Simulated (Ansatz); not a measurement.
Consider SiC in the wurtzite structure (space group P6_3mc, No. 186).

```yaml
crystal:
  lattice:
    - [3.09192, 0.00000, 0.00000]
    - [-1.54596, 2.67768, 0.00000]
    - [0.00000, 0.00000, 5.07421]
  atoms:
    - { symbol: Si, position: [0.66667, 0.33333, 0.00052] }
    - { symbol: Si, position: [0.33333, 0.66667, 0.50052] }
    - { symbol: C, position: [0.66667, 0.33333, 0.62468] }
    - { symbol: C, position: [0.33333, 0.66667, 0.12468] }
```

Method: PBE/PAW in Ansatz (an electronic-structure program), without spin-orbit coupling, earlier PAW set.

For the base:

| Property | Value |
|---|---|
| Smallest direct gap | 3.95 eV |
| Band gap | 2.31 eV |

It is then changed as follows: every lattice vector is shortened by 0.65 %; the atoms relax in the strained cell.

Question: Predict the new smallest direct gap.

Answer: The smallest direct gap grows by 0.04 eV, from 3.95 eV to 3.99 eV.

Question: Estimate the effect on the band gap.

Answer: The band gap decreases by 0.035 eV to 2.27 eV.

No phonon test of stability was made.
